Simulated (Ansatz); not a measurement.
We consider rock-salt NaH, described by PBE (Ansatz, a program for electronic structure, PAW).

Run with plane-wave cutoff 520 eV, 12×12×12 k mesh, Fermi–Dirac smearing 0.01 eV, scalar-relativistic PAW data made under PBE.

The cell has the measured lattice parameters. Conventional cell: a = 4.8720 Å, b = 4.8720 Å, c = 4.8720 Å, α = 90.00°, β = 90.00°, γ = 90.00°.

```xyz
2
Lattice="0.0000 2.4360 2.4360 2.4360 0.0000 2.4360 2.4360 2.4360 0.0000" Properties=species:S:1:pos:R:3 pbc="T T T"
Na     0.0000     0.0000     0.0000
H      2.4360     2.4360     2.4360
```

Q: List the 5 lowest band energies at Γ above −25 eV (eV, relative to the valence band maximum), grouping those that round alike.

A: At Γ: -22.15 (×3), -3.54, 10.21.

Note: cell and atoms aren't relaxed at this level (pressure -0.5 GPa).
